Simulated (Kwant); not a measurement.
Device: wire with a side stub in a GaN two-dimensional gas. Effective mass 0.22 mₑ, grid spacing 12 nm, hard walls, nominal width 300 nm (25 grid rows, so walls 312 nm apart), one parabolic valley, scattering region 900 nm long along x; energies count from the band bottom; Fermi energy swept from 1.5193e-05 to 0.00018042 eV. Closed stub on one side, 420 nm wide and 360 nm deep.

Constants are typed, rounded textbook-type inputs, not results; the design itself was drawn at random and stands for no fabricated device.

Kwant, effective-mass tight-binding model on a square grid, one spin, coherent transport at 0 K. Conductance is in e²/h.

Task: How many channels do the leads carry at E = 0.0846, 0.104, 0.128 meV?

Result: The hard-wall thresholds are n² ħ²π²/(2mW²) = n² × 0.0176 meV with W = 312 nm. √(0.0846/0.0176) = 2.20, so 2. √(0.104/0.0176) = 2.43, so 2. √(0.128/0.0176) = 2.70, so 2.
